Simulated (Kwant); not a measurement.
Kwant, Hückel tight-binding model, one pz orbital an atom, one spin, coherent transport at 0 K. Conductance is in e²/h.

System: π system c1ccc2c(c1)[nH]c1ccccc12 between two chain leads. The π system is taken as planar. Atoms are numbered from 0 in the order of the SMILES. Site energies (eV, carbon 0): [0.0, 0.0, 0.0, 0.0, 0.0, 0.0, -4.05, 0.0, 0.0, 0.0, 0.0, 0.0, 0.0]. Bonds (i, j, β in eV): (0,1,-2.7) (1,2,-2.7) (2,3,-2.7) (3,4,-2.7) (4,5,-2.7) (4,6,-2.16) (6,7,-2.16) (7,8,-2.7) (8,9,-2.7) (9,10,-2.7) (10,11,-2.7) (11,12,-2.7) (5,0,-2.7) (12,7,-2.7) (12,3,-2.7). Leads: chains of hopping −4.1 eV, joined by −1.4 eV to atoms 0 and 1.

Site energies and bond integrals are typed Hückel values.

Sweep values stay those of the base run.

One input was changed, with this effect: transmission at E = 0 0.026 → 6.1e-5.

Question: Which change was it?
(A) contacts moved from atoms [0, 1] to [2, 11]
(B) contacts moved from atoms [0, 1] to [0, 11]
(C) contacts moved from atoms [0, 1] to [0, 2]
(D) contacts moved from atoms [0, 1] to [0, 8]
(E) contacts moved from atoms [0, 1] to [1, 5]
(F) contacts moved from atoms [0, 1] to [1, 8]

Answer: C, contacts moved from atoms [0, 1] to [0, 2]
